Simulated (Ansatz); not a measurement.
Tunnelling through a barrier is set by its complex band structure: the current falls as exp(−2κd) with the smallest κ.

```xyz
2
Lattice="3.7778 0.0000 0.0000 0.0000 3.7778 0.0000 1.8889 1.8889 2.6713" Properties=species:S:1:pos:R:3 pbc="T T T"
Ga     0.0000     0.0000     0.0000
P      3.7778     1.8889     1.3356
```

Space group of this cell: F-43m, zinc blende. The cell is strained (all lengths scaled by 0.98); by r2SCAN its mean pressure is 6.1 GPa.

Transport runs along the normal of the first two printed cell vectors, the (001) plane of the conventional cell.

The gap is the functional's own. No spin-orbit coupling. Mid-gap values are interpolated on the energy grid.

### Question
Compute, with r2SCAN in Ansatz (a program for electronic structure), the band gap and the smallest decay constant κ at mid-gap.

### Answer
Gap 1.74 eV on a 12×12×12 mesh; κ = 0.152 1/Å, at the zone centre.
